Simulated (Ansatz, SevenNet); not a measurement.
For C11b MoSi2, the machine-learned potential SevenNet-l3i5 (trained on PBE and PBE+U data) gives:

- lattice parameter a = 3.220 Å
- c axis length = 7.873 Å

Task: What does r²SCAN-D4 (Ansatz, an electronic-structure program, plane waves, PAW) give for the same quantities?

Result: 
- lattice constant a: 3.191 Å (decreases by 0.9 %)
- lattice parameter c: 7.799 Å (falls by 0.9 %)

For comparison: lattice constant a 3.205 Å (measured, temperature not stated, no zero-point or thermal correction; as tabulated in Pavlosiuk et al. (2022), arXiv:2202.05362); lattice parameter c 7.845 Å (measured, temperature not stated, not corrected to a static lattice; as tabulated in Pavlosiuk et al. (2022), arXiv:2202.05362).

Changes are worked out from the printed values.

Unless a cell is named, each level is at its own relaxed cell (SevenNet-l3i5 13.61, r²SCAN-D4 13.24 Å³/atom).

Ansatz's density-functional and Hartree–Fock values are scalar-relativistic unless marked +SOC, with PAW data made under PBE.
